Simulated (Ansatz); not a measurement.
**Short convergence ladders for a (100) slab of Y2In (cut from a parent of space group no. 194; 12 atoms in the cell)**

```
CELL_PARAMETERS angstrom
      5.37801     0.00000     0.00000
      0.00000     6.75005     0.00000
      0.00000     0.00000    21.76251
ATOMIC_POSITIONS crystal
  Y  0.75000 0.00000 0.39299
  Y  0.75000 0.50000 0.39299
  Y  0.25000 0.75000 0.46433
  Y  0.25000 0.25000 0.32165
  In 0.25000 0.25000 0.46433
  In 0.25000 0.75000 0.32165
  Y  0.25000 0.00000 0.60701
  Y  0.25000 0.50000 0.60701
  Y  0.75000 0.75000 0.67835
  Y  0.75000 0.25000 0.53567
  In 0.75000 0.25000 0.67835
  In 0.75000 0.75000 0.53567
```

Base method: PBEsol, default PAW files made with PBE (plane waves; Ansatz, a quantum-chemistry and plane-wave program).

Base settings: basis.ecutwfc = 30.9 Ry; kpoints.mp_grid.grid = 3 3 1; hamiltonian.xc = pbesol; hamiltonian.pseudopotentials = {kind: paw} (the program's default PAW files); magnetization.spin_polarized = true; scf.occupations.method = gaussian; scf.occupations.width = 0.0073 Ry.

The count of work is k-points × plane waves × bands × iterations; it is no time. Core times come from one kind of shared machine, to one figure; runs under 30 s give none.

**The vacuum**

The mesh stays at the base's, so the ladder's end is converged at best in this setting alone.

Only quantities that move along the ladder and can be compared are tabulated.

These are the values that this program gave, and no reference: magnetic slabs can end in a higher state.

| vacuum between outermost atoms (Å) | free energy less the last step's (meV/atom) | largest difference of a force vector from the last step's (eV/Å) | count of work / last |
|---|---|---|---|
| 3.0 | -212.94 | 1.004 | 0.28 |
| 5.0 | -27.52 | 0.228 | 0.38 |
| 7.0 | -2.44 | 0.019 | 0.39 |
| 14.0 | 0.00 | 0.000 | 0.58 |
| 30.0 | 0.00 | 0.000 | 1.0 |

Smallest vacuum between outermost atoms (Å) that holds the free energy within 5 meV/atom of the last step, with all finer ones: 7.0, at 0.39 of the last step's count of work; the step before is off by 28 meV/atom.

Smallest vacuum between outermost atoms (Å) that holds the forces within 0.01 eV/Å of the last step, with all finer ones: 14.0; the step before is off by 0.019 eV/Å.

**The k-point mesh**

Only quantities that move along the ladder and can be compared are tabulated.

These are the values that this program gave, and no reference: magnetic slabs can end in a higher state.

```tsv
kpoints.mp_grid.grid	free energy less the last step's (meV/atom)	largest difference of a force vector from the last step's (eV/Å)	net moment (μB/atom)	count of work / last	core time / last (rough)
1 1 1	100.56	1.158	0.354	0.039	–
2 2 1	28.55	0.218	0.000	0.13	0.1
3 3 1	-5.68	0.085	0.000	0.11	0.1
4 3 1	-4.07	0.046	0.000	0.19	0.2
12 9 1	0.00	0.000	0.000	1.0	1
```

Coarsest kpoints.mp_grid.grid that holds the net moment within 0.02 μB/atom of the last step, with all finer ones: 2 2 1, at 0.13 of the last step's count of work and about 0.1 of the last step's time; the step before is off by 0.35 μB/atom.

Coarsest kpoints.mp_grid.grid that holds the forces within 0.02 eV/Å: not settled: the last two steps still differ by 0.046 eV/Å, over half the tolerance, so the ladder does not show it.

Coarsest kpoints.mp_grid.grid that holds the free energy within 5 meV/atom: not settled: the last two steps still differ by 4.1 meV/atom, over half the tolerance, so the ladder does not show it.

**The plane-wave cutoff**

The mesh stays at the base's, so the ladder's end is converged at best in this setting alone.

Only quantities that move along the ladder and can be compared are tabulated.

These are the values that this program gave, and no reference: magnetic slabs can end in a higher state.

```csv
basis.ecutwfc,free energy less the last step's (meV/atom),largest difference of a force vector from the last step's (eV/Å),count of work / last,core time / last (rough)
15.4 Ry,2173.29,0.093,0.12,–
21.7 Ry,37.20,0.004,0.21,–
30.9 Ry,0.54,0.000,0.35,0.3
37.1 Ry,0.16,0.000,0.47,0.4
61.7 Ry,0.00,0.000,1.0,1
```

Coarsest basis.ecutwfc that holds the free energy within 2 meV/atom of the last step, with all finer ones: 30.9 Ry, at 0.35 of the last step's count of work and about 0.3 of the last step's time; the step before is off by 37 meV/atom.

Coarsest basis.ecutwfc that holds the forces within 0.005 eV/Å of the last step, with all finer ones: 21.7 Ry, at 0.21 of the last step's count of work; the step before is off by 0.093 eV/Å.

On the base run: the starting cell comes from a database of computed structures (which also holds hypothetical and non-ambient phases and stackings), without a prior relaxation at this level. The slab is cut from that crystal, and its faces are unrelaxed. Its lattice was rescaled by up to half a per cent. Without a gap this mesh is coarse (it stands for a supercell whose shortest in-plane vector is 16 Å).

Keys are those of Ansatz 0.2.
